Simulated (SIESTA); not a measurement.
A self-consistent single point of MoN₂ (P1, 6 atoms in the cell) with SIESTA.

Computed with SIESTA with GGA PBEsol, numerical atomic orbitals DZP, PseudoDojo PBEsol standard norm-conserving potentials (rewritten from UPF to PSML).

The change in words: atoms moved at random. Reference geometry:
```xyz
6
Lattice="5.3604 -1.8675 0.0000 5.3604 1.8675 0.0000 -1.5845 0.0000 3.8701" Properties=species:S:1:pos:R:3 pbc="T T T"
Mo     3.0110     0.0000     2.6787
Mo     6.1254     0.0000     1.1914
N      1.0834     0.0000     1.7163
N      8.0529     0.0000     2.1538
N      4.2034     0.0000     0.6002
N      4.9329     0.0000     3.2699
```

Reference input (self-consistent single point, DFT, GGA PBEsol, numerical atomic orbitals DZP, PseudoDojo PBEsol standard norm-conserving potentials (rewritten from UPF to PSML)): XC.functional = GGA; XC.authors = PBEsol; potentials = PseudoDojo PBEsol standard; PAO.BasisSize = DZP; PAO.EnergyShift = 0.01 Ry; MeshCutoff = 400 Ry; kgrid.MonkhorstPack = 6 6 6; OccupationFunction = FD; ElectronicTemperature = 0.1 eV; MaxSCFIterations = 150; SCF.Mixer.Method = Broyden; SCF.Mixer.Weight = 0.25. This run's input differs from it in these lines:

```diff
@@ -18,8 +18,8 @@
 %block AtomicCoordinatesAndAtomicSpecies
-     5.689895803    0.000000000    5.062065684  1
-    11.575275130   -0.000000000    2.251367170  1
-     2.047358362   -0.000000000    3.243288068  2
-    15.217812571   -0.000000000    4.070144786  2
-     7.943282504   -0.000000000    1.134240301  2
-     9.321888429   -0.000000000    6.179192553  2
+     5.691107660   -0.191449193    4.921121207  1
+    11.602484073    0.058734519    2.312997469  1
+     1.980991825    0.072727331    3.253621949  2
+    15.331370287   -0.036370724    4.159156578  2
+     7.907291348    0.001348109    1.211162988  2
+     9.282254482    0.095006428    6.082245687  2
 %endblock AtomicCoordinatesAndAtomicSpecies
```

Output (repeated stretches shortened):

```
        iscf     Eharris(eV)        E_KS(eV)     FreeEng(eV)     dDmax    Ef(eV) dHmax(eV)
   scf:    1    -4774.503099    -4893.117237    -4893.117237  0.856985 -4.020216 22.609661
   scf:    2    -4945.041135    -4944.408177    -4944.463596  0.485957 -4.197722  3.944614
   scf:    3    -4944.467187    -4945.083349    -4945.123690  0.129268 -4.456138  2.858047
   scf:    4    -4945.308752    -4945.342553    -4945.392336  0.107662 -4.612132  1.056307
   scf:    5    -4945.454899    -4945.417994    -4945.467181  0.044145 -4.852326  0.382139
   [... 2 lines left out ...]
   scf:    8    -4945.425311    -4945.424901    -4945.473517  0.003817 -4.885861  0.023882
   scf:    9    -4945.424425    -4945.424719    -4945.473550  0.001053 -4.887876  0.018767
   scf:   10    -4945.424933    -4945.424837    -4945.473577  0.000661 -4.887836  0.001254
   scf:   11    -4945.424830    -4945.424833    -4945.473577  0.000040 -4.887921  0.000635
SCF Convergence by DM+H criterion
max |DM_out - DM_in|         :     0.0000400625
max |H_out - H_in|      (eV) :     0.0006353833
SCF cycle converged after 11 iterations

Using DM_out to compute the final energy and forces

siesta: E_KS(eV) =            -4945.4248

siesta: E_KS - E_eggbox =     -4945.4248

siesta: Atomic forces (eV/Ang):
     1    0.186499   -0.058666    1.592421
     2   -1.260959    0.099401   -2.107492
     3    0.618479   -0.229907    0.260041
     4   -0.511319    0.314105   -0.395959
     5    0.917381   -0.055867   -0.802388
     6    0.044667   -0.066842    1.451703
   Tot   -0.005252    0.002225   -0.001674
   Max    2.107492
   Res    0.857573    sqrt( Sum f_i^2 / 3N )
   Max    2.107492    constrained

   [... lines left out ...]
siesta: FreeEng =     -4945.473577
siesta: Cell volume =         77.484279 Ang**3
siesta:         -76.24488419        -67.26717736  kBar
   [... lines left out ...]
   4  5.446   1.623   0.040   0.942   1.303   1.256   0.271  -0.027  -0.023
   [... 5 lines left out ...]

mulliken: Qtot =       48.000

Mulliken Atomic Populations:
Atom #   charge [q] valence [e]  Species
     1     0.856635   13.143365  Mo
     2     0.854383   13.145617  Mo
     3    -0.480320    5.480320  N
     4    -0.445613    5.445613  N
     5    -0.399805    5.399805  N
     6    -0.385280    5.385280  N
 Total     0.000000
```

The run converged in 11 iterations. Against the reference run the free energy rises by 36.6 meV/atom, the pressure goes from -4.24 to -7.62 GPa and the largest force goes from 0.185 to 2.458 eV/Å.

The starting cell comes from a database of computed structures (which also holds hypothetical and non-ambient phases and stackings), without a prior relaxation at this level. Its lattice was rescaled by a random factor within 2.5 % of one. For this run, on top of that: atoms moved at random. Spin polarisation is off. Values carry the incompleteness of an atom-centred basis. With a pressure of about -8 GPa the cell is away from its equilibrium volume at this level. Forces in this geometry exceed 1 eV/Å.

Cost on one core of a shared machine: roughly 60 s.
